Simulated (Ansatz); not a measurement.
Start from HgS (space group P3_221, No. 154; made of chains).

```yaml
crystal:
  lattice:
    - [4.13867, 0.00000, 0.00000]
    - [-2.06933, 3.58419, 0.00000]
    - [0.00000, 0.00000, 9.40786]
  atoms:
    - { symbol: Hg, position: [0.71009, 0.00000, 0.66667] }
    - { symbol: Hg, position: [0.00000, 0.71009, 0.33333] }
    - { symbol: Hg, position: [0.28991, 0.28991, 0.00000] }
    - { symbol: S, position: [0.49985, 0.00000, 0.16667] }
    - { symbol: S, position: [0.00000, 0.49985, 0.83333] }
    - { symbol: S, position: [0.50015, 0.50015, 0.50000] }
```

The values are results of PBEsol, PAW, 420 eV (Ansatz, a first-principles code; no SOC), not measurements.

Base values:

The lattice parameter a is 7.821 bohr.

One thing is altered: full substitution S → Se; the structure is relaxed again.

Tabulated Pauling electronegativity and covalent radius: S 2.58, 1.05 Å; Se 2.55, 1.20 Å.

What happens to the lattice parameter a?

The lattice parameter a goes up by 0.225 bohr, from 7.821 bohr to 8.046 bohr.

Whether these cells are dynamically stable was not tested. For HgSe in this form, whether it has been made was not checked. No dispersion term is included in the PBEsol runs. This is not the structure that HgSe has at room temperature and ambient pressure.
